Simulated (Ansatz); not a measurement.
**Input and output of a self-consistent single point for Sr4Bi2O (I4mm, 7 atoms in the cell) (Ansatz, a quantum-chemistry and plane-wave program)**

Method of the run: PBEsol, default PAW files made with PBE (plane waves; Ansatz).

Input as run:

Ansatz 0.2 input:
```yaml
# Sr4Bi2O
crystal:
  lattice:
    - [-2.50747500, 2.50747500, 8.79960700]
    - [2.50747500, -2.50747500, 8.79960700]
    - [2.50747500, 2.50747500, -8.79960700]
  atoms:
    - { symbol: Sr, position: [0.83781100, 0.83781100, 0.00000000] }
    - { symbol: Sr, position: [0.17023000, 0.17023000, 0.00000000] }
    - { symbol: Sr, position: [0.99808000, 0.49808000, 0.50000000] }
    - { symbol: Sr, position: [0.49808000, 0.99808000, 0.50000000] }
    - { symbol: Bi, position: [0.63778000, 0.63778000, 0.00000000] }
    - { symbol: Bi, position: [0.36026000, 0.36026000, 0.00000000] }
    - { symbol: O, position: [0.99020000, 0.99020000, 0.00000000] }
basis:
  ecutwfc: 420.0
kpoints:
  mp_grid:
    grid: [5, 5, 5]
hamiltonian:
  xc: pbesol
  pseudopotentials:
    kind: paw
scf:
  occupations:
    method: fermi_dirac
    width: 0.02
output:
  forces: true
  eigenvalues: true
  stress: true
```

Log, with long lists cut:

```
WARN ansatz: RAYON_NUM_THREADS=1 ignored (pool sized by the plan → 1); use --threads N
basis.fft_grid_basis auto: the FFT boxes are laid along the combinations [[1, 0, 1], [0, 1, 1], [0, 0, 1]] of the cell's own vectors, 5.015, 5.015 and 9.487 Å …
Pseudopotentials: kind: paw
Pseudopotential: Sr, paw, valence charge 10
Pseudopotential: Bi, paw, valence charge 15
Pseudopotential: O, paw, valence charge 6
Crystal: 7 atoms, lattice volume = 221.308 Å³
Basis set: ecut = 420 eV, 4305 PW (Γ), FFT grids on a1+a3, a2+a3, a3, exchange–correlation on 72×72×128 points (8 copies of the dense FFT grid, shifted against one another)
Bands: 46, of which v1, the nominal top of the filled ones, is band 38 counted from 1 (37 counted from 0)
Symmetry: 8 space group operations
Space group: I4mm (ITA 107), of the structure as read, at distance tolerance 6.0e-5 Å
k-points: 18 of 125 (time reversal used)
PAW frozen core: Sr, regenerated for the run's functional, and the local potential with it
PAW frozen core: Bi, regenerated for the run's functional, and the local potential with it
PAW frozen core: O, regenerated for the run's functional, and the local potential with it
Initial density: superposition of atomic densities (neutral atoms: chi_scale 0, normalization atom), corrected by the library's trained network
Initial wavefunctions: pseudopotential atomic-orbital guess
Eigensolver: davidson
Functional: x = pbesol(κ = 0.804, μ = 0.12345679012345678), c = pbesol(β = 0.046)
SCF iter   1: F=—  HF=-39021.891458 eV  |F-HF|=—  |Δ(HF+E_count)|=         —  Δρ=7.68e-3  dr2=1.46e-1  ethr=1.77e-3  ⟨swp⟩=13.9  Hψ=4868  notcnv=0
all-band conjugate gradients solve this SCF's bands
preconditioner: auto → Resta (q_TF=auto, 2.283 Å⁻¹)
SCF iter   2: F=—  HF=-39021.867634 eV  |F-HF|=—  |Δ(HF+E_count)|=   2.38e-2  Δρ=4.09e-3  dr2=2.62e-2  ethr=1.92e-4  ⟨swp⟩=2.9  Hψ=1592  notcnv=0  defer=40
SCF iter   3: F=—  HF=-39021.862512 eV  |F-HF|=—  |Δ(HF+E_count)|=   5.12e-3  Δρ=9.02e-4  dr2=2.86e-3  ethr=3.45e-5  ⟨swp⟩=2.4  Hψ=1345  notcnv=0  defer=41
SCF iter   4: F=—  HF=-39021.861957 eV  |F-HF|=—  |Δ(HF+E_count)|=   5.55e-4  Δρ=1.67e-4  dr2=1.22e-4  ethr=3.76e-6  ⟨swp⟩=3.0  Hψ=1435  notcnv=0  defer=41
SCF iter   5: F=—  HF=-39021.861949 eV  |F-HF|=—  |Δ(HF+E_count)|=   8.55e-6  Δρ=5.82e-5  dr2=1.11e-5  ethr=1.60e-7  ⟨swp⟩=2.0  Hψ=1309  notcnv=0  defer=41
SCF iter   6: F=—  HF=-39021.862163 eV  |F-HF|=—  |Δ(HF+E_count)|=   2.14e-4  Δρ=1.97e-5  dr2=8.63e-7  ethr=1.46e-8  ⟨swp⟩=2.0  Hψ=1434  notcnv=0  defer=41
SCF iter   7: F=-39021.862163 eV  HF=-39021.862163 eV  |F-HF|=4.37e-9  |Δ(HF+E_count)|=   3.46e-7  Δρ=5.00e-6  dr2=7.73e-8  ethr=1.32e-10  ⟨swp⟩=12.7  Hψ=4235  notcnv=0
SCF 1 converged in 7 iterations: F = -39021.862163 eV  dr2 = 7.73e-8
SCF converged after 7 iterations
Free energy (F): -39021.862163 eV
Harris-Foulkes:  -39021.862163 eV  (|F-HF|=4.37e-9)
Internal energy: -39021.862163 eV  (E = F + TS)
E sigma→0 (E₀):  -39021.862163 eV
Fermi energy:    8.515352 eV
--- Per-component energies (eV) ---
  E_band       = -613.535299
  E_kinetic    = 1763.785824
  E_local      = -6506.726720  (includes V_loc(G=0)·N_el)
  E_nonlocal   = 1980.097725
  E_hartree    = 1977.657366
  E_xc         = -1059.818821
  E_vxc        = -1028.206287  (∫ρ·V_xc dr)
  E_paw        = -31750.646657  (= ΣΔE_a)
  E_vpaw       = -777.803172  (= ΣTr[D̂ρ^β])
  E_aug_tail   = 0.001448  (compensation charges beyond the density's cutoff)
  E_ewald      = -5426.964509
  E_core_change = 0.752182  (= ΣΔE_core)
  E_smearing   = -0.000000  (= −TS)
  E_closure    = -0.000000  (closes the sum)
  Σ components = -39021.862163   (vs F -39021.862163, Δ=0.00e0)
--- Forces (eV/Å), atoms counted from 1 ---
  atom   1  Sr     0.00000000    -0.00000000    -0.08087495
  atom   2  Sr    -0.00000000    -0.00000000     0.01372001
  atom   3  Sr     0.00000000     0.00000000     0.05195874
  atom   4  Sr    -0.00000000     0.00000000     0.05195874
  atom   5  Bi    -0.00000000     0.00000000    -0.00188513
  atom   6  Bi     0.00000000     0.00000000     0.06091422
  atom   7  O      0.00000000     0.00000000    -0.09578249
  max |Σ_I F_I| component: 9.13e-6 eV/Å
--- Stress (GPa, compression-positive) ---
       -1.094473       0.000000      -0.000000
        0.000000      -1.094473      -0.000000
       -0.000000      -0.000000      -0.985909
  P = ⅓ Tr σ = -1.0583 GPa (-10.583 kbar)
  The stress holds the Pulay correction. Without it, at fixed plane waves, as pw.x and ABINIT print it: P = -1.1270 GPa
--- Band table (eV; the first three rows and the last of 18) ---
  k-point 0: bands = ["-27.5219", "-27.2936", "-26.7972", "-26.6870", "-13.2068", "-13.2054", "-13.2027", "-13.2027", "-13.1974", "-13.1897", "-13.1829", "-13.1808", "-13.1808", "-13.1726", "-9.7299", "-9.5715", "-9.5277", "-9.5277", "-9.3550", [...]
  k-point 1: bands = ["-27.5214", "-27.2930", "-26.7776", "-26.7054", "-13.2090", "-13.2055", "-13.2026", "-13.2024", "-13.1956", "-13.1903", "-13.1849", "-13.1808", "-13.1808", "-13.1708", "-10.1900", "-9.5755", "-9.5346", "-9.5259", "-9.3563", [...]
  k-point 2: bands = ["-27.5208", "-27.2920", "-26.7454", "-26.7349", "-13.2085", "-13.2045", "-13.2029", "-13.2026", "-13.1925", "-13.1894", "-13.1844", "-13.1808", "-13.1806", "-13.1678", "-10.7043", "-9.5600", "-9.5503", "-9.5434", "-9.3686", [...]
  k-point 17: bands = ["-27.5216", "-27.2933", "-26.7864", "-26.6973", "-13.2083", "-13.2053", "-13.2027", "-13.2026", "-13.1965", "-13.1905", "-13.1845", "-13.1808", "-13.1805", "-13.1717", "-9.9609", "-9.5789", "-9.5380", "-9.5246", "-9.3645", [...]
```

The run converged in 7 iterations.

The starting cell comes from a database of computed structures (which also holds hypothetical and non-ambient phases and stackings), without a prior relaxation at this level. Its lattice was rescaled by up to half a per cent. One atom was moved a little off its site on purpose. Spin-orbit coupling is off. Ansatz's pressure includes its estimate of the finite-basis (Pulay) stress. Another mesh or the band path of this cell gives a smaller gap, so this value is not converged in the mesh.
